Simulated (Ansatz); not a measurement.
Worked example: zone-centre phonon calculation of NiB2W2 (Immm, 5 atoms in the cell) in Ansatz (a first-principles code).

Level of theory: LDA (PW92), PAW files made with PBE (plane waves; Ansatz).

```yaml
crystal:
  lattice:
    - [-1.57135, 2.23844, 3.47838]
    - [1.57135, -2.23844, 3.47838]
    - [1.57135, 2.23844, -3.47838]
  atoms:
    - { symbol: Ni, position: [0.00000, 0.00000, 0.00000] }
    - { symbol: B, position: [0.70381, 0.50000, 0.20381] }
    - { symbol: B, position: [0.29619, 0.50000, 0.79619] }
    - { symbol: W, position: [0.70059, 0.20059, 0.50000] }
    - { symbol: W, position: [0.29941, 0.79941, 0.50000] }
```

Reference input (self-consistent single point, DFT, LDA (PW92), plane waves, PAW files made with PBE): kpoints.mp_grid.grid = 8 8 8; hamiltonian.xc = lda; hamiltonian.pseudopotentials = {kind: paw} (the program's default PAW files); scf.occupations.method = fermi_dirac; scf.occupations.width = 0.1 eV. This run's input differs from it in these lines:

```diff
@@ -18,6 +18,4 @@
   occupations: { method: fermi_dirac, width: 0.1 }
-output:
-  forces: true
-  eigenvalues: true
-  stress: true
+phonons:
+  method: dfpt
```

Output (repeated stretches shortened):

```
SCF iter   1: F=—  HF=-26342.726409 eV  |F-HF|=—  |Δ(HF+E_count)|=         —  Δρ=2.30e-1  dr2=3.21e1  ethr=3.10e-3  ⟨swp⟩=5.4  Hψ=17319  notcnv=0
all-band conjugate gradients solve this SCF's bands
preconditioner: auto → Kerker (q_TF=auto, 2.756 Å⁻¹)
SCF iter   2: F=—  HF=-26340.179366 eV  |F-HF|=—  |Δ(HF+E_count)|=    2.55e0  Δρ=3.14e-1  dr2=2.82e1  ethr=3.10e-3  ⟨swp⟩=4.0  Hψ=13185  notcnv=0  defer=18
   [... lines left out ...]
SCF iter  11: F=—  HF=-26336.837892 eV  |F-HF|=—  |Δ(HF+E_count)|=   1.03e-5  Δρ=8.33e-6  dr2=3.28e-8  ethr=3.00e-9  ⟨swp⟩=2.0  Hψ=6730  notcnv=0
SCF iter  12: F=—  HF=-26336.837892 eV  |F-HF|=—  |Δ(HF+E_count)|=   6.75e-9  Δρ=1.83e-6  dr2=1.07e-9  ethr=6.31e-11  ⟨swp⟩=2.0  Hψ=7360  notcnv=0
SCF iter  13: F=—  HF=-26336.837892 eV  |F-HF|=—  |Δ(HF+E_count)|=  2.55e-10  Δρ=3.15e-7  dr2=3.90e-11  ethr=2.06e-12  ⟨swp⟩=2.0  Hψ=7928  notcnv=0
SCF iter  14: F=-26336.837892 eV  HF=-26336.837892 eV  |F-HF|=2.91e-11  |Δ(HF+E_count)|=  3.64e-11  Δρ=7.44e-8  dr2=1.96e-12  ethr=1.00e-12  ⟨swp⟩=5.1  Hψ=21137  notcnv=0
SCF 1 converged in 14 iterations: F = -26336.837892 eV  dr2 = 1.96e-12
DFPT response loops at Γ: preconditioner auto → Kerker (q_TF=auto, 2.756 Å⁻¹) (partly filled bands, converged f_vac=0.000) …
WARN: q = [0.0000, 0.0000, 0.0000]: the response loops show signs that the electronic state is unstable, or barely stable, against a charge, spin or orbital …
Free energy (F): -26336.837892 eV
Internal energy: -26336.789542 eV  (E = F + TS)
E sigma→0 (E₀):  -26336.813717 eV
Entropy (-TS):   -0.048350 eV (-9.670 meV/atom)
Fermi energy:    21.931220 eV
   [... lines left out ...]
  ASR residual: 4.826e-4 → 0.000e0 eV/Å²; symmetrization residual: 3.639e-6 eV/Å²
  ASR residual per site (eV/Å²): 2.05e-4 9.22e-6 9.22e-6 4.83e-4 4.83e-4
  Γ frequencies (cm⁻¹): 0.00 0.00 0.00 174.27 174.81 212.08 229.26 260.91 271.90 478.41 529.40 536.28 644.85 650.86 679.55
  non-analytic LO–TO correction: not included (Born effective charges unavailable; polar crystals: no LO–TO splitting at Γ)
```

The run converged in 14 iterations. 

Summary of the result:
```
Quantity                                                                                                               Result
--------------------------------------------------------  -------------------------------------------------------------------
Free energy E − TS (on the zero of these files)                                                                -26336.8379 eV
Fermi level (on the code's own zero)                                                                                 21.93 eV
Zone-centre frequencies (cm⁻¹; negative means imaginary)  0, 0, 0, 174, 175, 212, 229, 261, 272, 478, 529, 536, 645, 651, 680
```

The starting cell comes from a database of computed structures (which also holds hypothetical and non-ambient phases and stackings), without a prior relaxation at this level. Its lattice was rescaled by a random factor within 2.5 % of one. Spin polarisation is off.

Cost on one core of a shared machine: roughly 7 min.

Keys are those of Ansatz 0.2.
